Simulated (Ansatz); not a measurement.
**HgTe, pressure series**

The reference is HgTe in the zinc blende structure (space group F-43m, No. 216; a = 6.573 Å).

Cell and atoms are relaxed at each pressure.

Level of theory: r2SCAN, PAW, 500 eV (Ansatz, a quantum-chemistry and plane-wave program; no SOC).

```json
[
 {"pressure (GPa)": "-2", "volume per atom (Å³/atom)": "37.613"},
 {"pressure (GPa)": "-1", "volume per atom (Å³/atom)": "36.469"},
 {"pressure (GPa)": "0", "volume per atom (Å³/atom)": "35.494"},
 {"pressure (GPa)": "0.9", "volume per atom (Å³/atom)": "34.751"},
 {"pressure (GPa)": "2.1", "volume per atom (Å³/atom)": "33.884"},
 {"pressure (GPa)": "4.5", "volume per atom (Å³/atom)": "32.465"},
 {"pressure (GPa)": "9", "volume per atom (Å³/atom)": "30.478"},
 {"pressure (GPa)": "22.5", "volume per atom (Å³/atom)": "?"},
 {"pressure (GPa)": "30", "volume per atom (Å³/atom)": "25.597"}
]
```

**Question.** Fit the third-order Birch–Murnaghan form P(V) = (3B₀/2)[(V₀/V)^(7/3) − (V₀/V)^(5/3)]·[1 + (3/4)(B₀′ − 4)((V₀/V)^(2/3) − 1)] (squares taken in P) to the rows shown and predict the withheld row.

**Answer.** Least squares on the printed values gives V₀ = 35.503 Å³/atom, B₀ = 40.2 GPa, B₀′ = 5.0; this predicts 26.887 Å³/atom, and the run gives 26.889 Å³/atom, 0.002 higher.

Measured bulk modulus of HgTe: 42.3 GPa (temperature not stated; as listed in Cormac Toher et al., Physical Review Materials (2017)); the computed value is for a static lattice, so the two differ by thermal effects too.

Load acts through the strain it causes; cell and atoms are relaxed under it. Stability against distortions was not tested. Tetrahedral semiconductors of this kind turn to denser phases somewhere between about 1 and 50 GPa; those were not computed, so compressed cells here can lie past the real transition. All final runs are without spin polarisation.
